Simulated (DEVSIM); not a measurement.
System: Au/HfO2/n-Si capacitor, at 300 K.

| layer (left to right) | material | thickness (nm) | Nd (cm⁻³) |
|---|---|---|---|
| 1 | HfO2 | 15.0 | - |
| 2 | Si | 1100 | 2.7e17 |

Metal gate on the left, work function 5.1 eV. Fixed charge at the semiconductor interface 4.2e10 cm⁻² (in units of +e); no interface traps.

The device is made up for the run: typed textbook-type constants, with dimensions and the other settings drawn at random. Values at 300 K.

```tsv
parameter	HfO2	Si
gap (eV)	5.7	1.124
affinity (eV)	2.5	4.05
permittivity	22	11.7
Nc (cm⁻³)	-	2.86e19
Nv (cm⁻³)	-	3.1e19
```

Simulated with DEVSIM: 1D Poisson equation in equilibrium, Boltzmann statistics, complete ionisation; no quantum confinement or tunnelling. Metal contacts follow the ideal Schottky-Mott rule: no Fermi-level pinning, no interface dipoles.

The HfO2 thickness was swept, all else fixed.

```tsv
HfO2 thickness (μm)	capacitance of the dielectric stack (μF/cm²)	minimum of the low-frequency capacitance (μF/cm²)	threshold voltage (band bending 2φF) (V)
0.006	3.25	0.168	-0.04
0.0083	2.35	0.167	-0.07
0.01	1.95	0.162	-0.10
0.013	1.50	0.158	-0.14
0.015	1.30	0.157	-0.17
0.018	1.08	0.151	-0.22
```

From the first row to the last the capacitance of the dielectric stack goes from 3.25 to 1.08. From the first row to the last the minimum of the low-frequency capacitance goes from 0.168 to 0.151.
